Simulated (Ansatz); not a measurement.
Structures of equal composition on the (111) surface of fcc Al: a layer of Os in place of the second plane; a layer of Os in place of the third plane. The slabs share one bottom face, and each structure is named by its start. These are constructed structures in small cells; real faces may alloy, dewet or reconstruct in larger ones, and not all known structures of the face are among them. Slabs of about 12 Å, Fermi-Dirac smearing of 0.1 eV. Bottom of the slabs: a bare face, its two planes held. Relaxed from the named starts with such symmetry as they have, on meshes of like density; energies extrapolated to zero smearing; spin only where a row says so; no spin-orbit coupling, no U. Brackets mark spin-polarised runs, whose order is one that fits the cell.

Level of theory: PBE (plane waves to 420 eV, PAW; Ansatz, a first-principles code).

Q: Put the candidates in order of energy per 1x1 cell, lowest first, for PBE.

A: a layer of Os in place of the third plane (0.000 eV), a layer of Os in place of the second plane (0.125 eV)
